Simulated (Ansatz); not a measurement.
A (8,8) WS2 nanotube, relaxed period 3.209 Å, atoms relaxed at each strain.

```
strain  energy (meV a period)  axial force (nN)
------  ---------------------  ----------------
-0.015                 +123.6             -8.49
+0.015                 +115.2             +7.45
```

Calculation: PBE (plane waves to 420 eV, PAW; Ansatz, a program for electronic structure). Mesh 1×1×10. No spin polarisation, so a magnetic state wasn't tested. Periodic along z alone, with about 11 Å of vacuum beside it. An idealised model, rolled from the flat sheet. Only distortions within the start's symmetry and period were free. Values not marked SOC lack spin–orbit coupling. Buckling under compression is shut out by symmetry and the short period. Energies are free energies at a Fermi–Dirac width of 0.02 eV, from the unstrained cell.

Mean diameter 14.87 Å.

Problem. Work out the axial stiffness dF/dε in two ways, and what it means for a modulus.

Solution. From the forces: (+7.45 − (-8.49))/0.030 = 531 nN. From the energies: (E₊ + E₋)/(ε² c) = 0.2388 eV/(0.015² × 3.209 Å) = 330.7 eV/Å = 530 nN. The two agree to within 1 %. Spread over the circumference π × 14.87 Å, the force value is a sheet stiffness of 114 N/m.
